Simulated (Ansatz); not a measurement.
Take CdS in the zinc blende structure (space group F-43m, No. 216; a = 5.878 Å) as the base.

Method: r2SCAN, PAW, 500 eV (Ansatz, a first-principles code; no spin-orbit coupling).

For the base:

| Quantity | Result |
|---|---|
| Band gap | 1.54 eV |

It is then changed as follows: the cell is scaled by 1.0300 in all directions, atoms relaxed at fixed cell.

Task: How does this affect the band gap and energy relative to the base?

Result: The band gap falls by 0.21 eV to 1.33 eV; the energy grows by 35 meV/atom.

The cells carry an imposed strain or load. Stability against distortions was not tested.
